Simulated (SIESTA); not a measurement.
Band structure of NaPdO3 (Pm-3m, 5 atoms in the cell).

```
CELL_PARAMETERS angstrom
      4.01470     0.00000     0.00000
      0.00000     4.01470     0.00000
      0.00000     0.00000     4.01470
ATOMIC_POSITIONS crystal
  Na 0.00000 0.00000 0.00000
  Pd 0.50000 0.50000 0.50000
  O  0.50000 0.50000 0.00000
  O  0.50000 0.00000 0.50000
  O  0.00000 0.50000 0.50000
```
Moments meant for the start (each program seeds them in its own way; μB, in the order of the atoms Na Pd O O O): 0.0 1.0 0.0 0.0 0.0.

Computed with GGA PBEsol, numerical atomic orbitals DZP, PseudoDojo PBEsol standard norm-conserving potentials (rewritten from UPF to PSML) (SIESTA).

Settings: XC.functional = GGA; XC.authors = PBEsol; potentials = PseudoDojo PBEsol standard; PAO.BasisSize = DZP; PAO.EnergyShift = 0.005 Ry; MeshCutoff = 300 Ry; kgrid.MonkhorstPack = 9 9 9; OccupationFunction = MP; OccupationMPOrder = 0; ElectronicTemperature = 0.136 eV; Spin = polarized; DM.InitSpin = [1 +0.00, 2 +1.00, 3 +0.00, 4 +0.00, 5 +0.00]; MaxSCFIterations = 150; SCF.Mixer.Method = Pulay.

The starting cell comes from a database of computed structures (which also holds hypothetical and non-ambient phases and stackings), without a prior relaxation at this level. Its lattice was rescaled by a random factor within 2.5 % of one. The magnetic order is the one reached from the typed start; others were not searched systematically. Values carry the incompleteness of an atom-centred basis.

Levels in eV from the Fermi level, bands 21 to 26 of the first spin channel:
```tsv
point	21	22	23	24	25	26
Γ	-1.63	-1.63	-1.45	-1.45	-1.45	4.65
X	-1.50	-1.50	-0.47	-0.47	1.28	7.55
M	-0.59	-0.46	-0.46	-0.44	3.69	8.87
R	-0.52	-0.52	-0.52	3.69	3.69	7.85
```

Bands cross the Fermi level along this path, so the cell is metallic at this level.

Higher empty bands are left out: an atom-centred basis made for the valence describes them poorly.

The net moment of the cell came out as 1.96 μB.
